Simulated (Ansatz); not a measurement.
The starting structures come from a database of crystals and need not be the phases stable at ambient conditions.

 Where the default PAW files enter, the runs use the earlier of Ansatz's two default sets.

Input:

```
As2S3
1.0
    4.05149    -0.00017    -0.00015
   -0.09266    14.88148     0.59709
    0.00000    -6.21283     7.04625
As S
8 12
Direct
  0.12678   0.51240   0.68882
  0.87322   0.48760   0.31118
  0.37322   0.98760   0.66401
  0.62678   0.01240   0.33599
  0.62433   0.73753   0.04675
  0.37567   0.26247   0.95325
  0.87567   0.76247   0.57170
  0.12433   0.23753   0.42830
  0.95293   0.87939   0.08271
  0.04707   0.12061   0.91729
  0.54707   0.62061   0.32394
  0.45293   0.37939   0.67606
  0.49281   0.65348   0.74819
  0.50719   0.34652   0.25181
  0.00719   0.84652   0.44123
  0.99281   0.15348   0.55877
  0.49514   0.10095   0.21718
  0.50486   0.89905   0.78282
  0.00486   0.39905   0.01527
  0.99514   0.60095   0.98473
```

Space group of this cell: P2_1/c. The cell was relaxed by PBE-D3(BJ); by r2SCAN its mean pressure is 0.7 GPa.

Transport runs along the normal of the first two printed cell vectors.

No gap correction and no spin-orbit coupling; mid-gap values are interpolated between computed energies.

Q: State the band gap and the smallest decay constant κ at mid-gap according to r2SCAN (Ansatz, a quantum-chemistry and plane-wave program).

A: Gap 1.80 eV on a 8×4×4 mesh; κ = 0.215 1/Å, at (0.250, 0.500) of the in-plane reciprocal vectors. At the zone centre, at the nearest computed energy, the slowest state has κ = 0.25 1/Å.
